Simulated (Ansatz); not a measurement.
**PtAu (R-3m): band-structure transport figures**

Given:

```yaml
crystal:
  lattice:
    - [1.39964, 0.80808, 4.69937]
    - [-1.39964, 0.80808, 4.69937]
    - [0.00000, -1.61616, 4.69937]
  atoms:
    - { symbol: Pt, position: [0.50000, 0.50000, 0.50000] }
    - { symbol: Au, position: [0.00000, 0.00000, 0.00000] }
```

These are PBEsol, rigid bands (plane waves, PAW, scalar-relativistic; Ansatz, a program for electronic structure) values and carry that method's errors. How the cell was made: cell and atoms relaxed with PBEsol.

The density of states at the Fermi level comes out as 1.01 states/(eV·cell), both spins and the bare Sommerfeld coefficient comes out as 1.19 mJ/(mol of atoms·K²). The drude plasma energy is 7.2 (x), 7.2 (y), 6.3 (z) eV and the root-mean-square Fermi velocity comes out as 7.6e5 m/s. The resistivity times τ is 9.4 (x), 9.4 (y), 12.3 (z) ×10⁻²² Ω·m·s.

A metal at this level (no band gap); rigid bands, thermally averaged at 300 K, both spins. Spin-orbit coupling is left out, which matters with elements this heavy. τ is one relaxation time for all states.

Computed structure with no diffraction record at hand here (it may be known, metastable or hypothetical): PtAu (R-3m).
